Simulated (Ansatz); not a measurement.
A user runs Ansatz (a program for electronic structure) on HgTe (P4/nmm, 4 atoms in the cell) and asks whether the run is sound. The aim is a self-consistent single point with DFT, PBE, plane waves, default PAW files.

Cell that was meant: a = 4.8890 Å, b = 4.8890 Å, c = 6.1605 Å, α = 90.00°, β = 90.00°, γ = 90.00°.

Part of the input:

Ansatz 0.2 input:
```yaml
crystal:
  lattice:
    - [9.238824, 0.000000, 0.000000]
    - [0.000000, 9.238824, 0.000000]
    - [0.000000, 0.000000, 11.641686]
  atoms:
    - { symbol: Hg, position: [0.500000, 0.000000, 0.236800] }
    - { symbol: Hg, position: [0.000000, 0.500000, 0.763200] }
    - { symbol: Te, position: [0.000000, 0.000000, 0.000000] }
    - { symbol: Te, position: [0.500000, 0.500000, 0.000000] }
basis:
  ecutwfc: 30.9 Ry
kpoints:
```

Output, abridged:

```
WARN ansatz: RAYON_NUM_THREADS=1 ignored (pool sized by the plan → 1); use --threads N
Pseudopotentials: kind: paw
   [... lines left out ...]
Symmetry: 16 space group operations
Space group: P4/nmm (ITA 129), of the structure as read, at distance tolerance 1.0e-4 Å
k-points: 18 of 100
Initial density: superposition of atomic densities (neutral atoms: chi_scale 0, normalization atom), corrected by the library's trained network
Initial wavefunctions: pseudopotential atomic-orbital guess
Eigensolver: davidson
Functional: x = pbe(κ = 0.804, μ = 0.2195149727645171), c = pbe(β = 0.06672455060314922)
SCF iter   1: F=—  HF=-41580.469092 eV  |F-HF|=—  |Δ(HF+E_count)|=         —  Δρ=3.88e-4  dr2=3.62e-3  ethr=1.77e-3  ⟨swp⟩=7.9  Hψ=3092  notcnv=0  defer=24
all-band conjugate gradients solve this SCF's bands
preconditioner: auto → LDOS
SCF iter   2: F=—  HF=-41580.471411 eV  |F-HF|=—  |Δ(HF+E_count)|=   2.32e-3  S|Δr|=    0.00e0  Δρ=1.88e-3  dr2=5.07e-2  ethr=5.03e-6  ⟨swp⟩=2.2  Hψ=1301  notcnv=0  defer=31
   [... lines left out ...]
SCF iter   8: F=—  HF=-41580.468859 eV  |F-HF|=—  |Δ(HF+E_count)|=   4.84e-7  S|Δr|=    0.00e0  Δρ=5.49e-6  dr2=1.22e-6  ethr=3.43e-9  ⟨swp⟩=2.0  Hψ=1030  notcnv=0  defer=31
SCF iter   9: F=—  HF=-41580.468858 eV  |F-HF|=—  |Δ(HF+E_count)|=   4.09e-7  S|Δr|=    0.00e0  Δρ=2.56e-6  dr2=1.82e-7  ethr=1.69e-9  ⟨swp⟩=2.0  Hψ=1037  notcnv=0  defer=31
SCF iter  10: F=-41580.468858 eV  HF=-41580.468858 eV  |F-HF|=5.09e-9  |Δ(HF+E_count)|=   2.14e-8  S|Δr|=    0.00e0  Δρ=4.22e-7  dr2=3.41e-9  ethr=1.39e-10  ⟨swp⟩=12.1  Hψ=3691  notcnv=0
SCF 1 converged in 10 iterations: F = -41580.468858 eV  dr2 = 3.41e-9
Stability not checked (fill_not_monotonic)
Free energy (F): -41580.468858 eV
Internal energy: -41580.352753 eV  (E = F + TS)
E sigma→0 (E₀):  -41580.430156 eV
Entropy (-TS):   -0.116105 eV (-29.026 meV/atom)
Fermi energy:    -4.094471 eV
--- Forces (eV/Å), atoms counted from 1 ---
  atom   1  Hg     0.00000000     0.00000000    -0.03346929
  atom   2  Hg     0.00000000     0.00000000     0.03346929
  atom   3  Te     0.00000000     0.00000000    -0.00000000
  atom   4  Te     0.00000000     0.00000000     0.00000000
--- Stress (GPa, compression-positive) ---
       -0.087142       0.000000       0.000000
        0.000000      -0.087142       0.000000
        0.000000       0.000000      -0.030030
  P = ⅓ Tr σ = -0.0681 GPa (-0.681 kbar)
  The stress holds the Pulay correction. Without it, at fixed plane waves, as pw.x and ABINIT print it: P = -0.0719 GPa
```

Problem. Can these results be used? Check the input.

Solution. The run is not sound. The fault is this: lattice typed in bohr, read as angstrom. 1 bohr is 0.529 Å, so a mix-up scales every length by 1.89 or 0.529 and the volume by 6.75 or 0.148. To fix it, give the lengths in the unit that the key or card expects. The run converged in 10 iterations without an error; against the sound input the free energy rises by 1.00 eV/atom, the pressure goes from 7.18 to -0.07 GPa and the largest force goes from 1.662 to 0.033 eV/Å.

The sound input it was made from differs as follows (other fixes are possible):
```diff
-    - [9.238824, 0.000000, 0.000000]
-    - [0.000000, 9.238824, 0.000000]
-    - [0.000000, 0.000000, 11.641686]
+    - [4.888975, 0.000000, 0.000000]
+    - [0.000000, 4.888975, 0.000000]
+    - [0.000000, 0.000000, 6.160515]
```

With that input, the run converged in 7 iterations: free energy E − TS (on the zero of these files) -41584.4725 eV; Fermi level (on the code's own zero) 7.85 eV; pressure 7.18 GPa; largest force (vector length) 1.662 eV/Å (DFT, PBE, plane waves, default PAW files).

On the sound input: the starting cell was generated: these elements placed on a structure prototype, without a prior relaxation; it need not be a known phase or ordering of this composition. Its lattice was rescaled by a random factor within 2.5 % of one. Spin-orbit coupling is off. With a pressure of about 7 GPa the cell is away from its equilibrium volume at this level. Forces in this geometry exceed 1 eV/Å. Ansatz's pressure includes its estimate of the finite-basis (Pulay) stress. The run gives no clean gap (levels at the Fermi energy touch, overlap or are partly filled at this smearing), which alone does not show that the compound is a metal.
